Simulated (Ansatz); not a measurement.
Hf (model structure, started from the diamond type, Fd-3m, No. 227, 2 atoms in the cell)

These are PBEsol in Ansatz (plane waves, PAW) values and carry that method's errors.

Run with plane-wave cutoff 520 eV, 16×16×16 k mesh, Fermi–Dirac smearing 0.05 eV, scalar-relativistic PAW data made under PBE.

Cell (relaxed at this level):

```
CELL_PARAMETERS angstrom
      0.00000     3.18510     3.18510
      3.18510     0.00000     3.18510
      3.18510     3.18510     0.00000
ATOMIC_POSITIONS crystal
  Hf 0.25000 0.25000 0.25000
  Hf 0.00000 0.00000 0.00000
```

```json
{
 "band_gap": "none",
 "bulk modulus B0": "28.5 GPa"
}
```

Note: the bulk modulus is −V dP/dV from two relaxed cells at ±2 % in volume; the relaxation could raise the start's symmetry but not lower it, so the cell can be a saddle point.

Spin–orbit coupling is not included.

Computed values are for the static lattice.

It cost roughly 40 core-seconds of CPU time.

A model structure was made by putting elements into a prototype or built by hand; it is no filed structure, need not be a known phase, and can be a saddle point held by its symmetry.

Ansatz is a quantum-chemistry and plane-wave program.
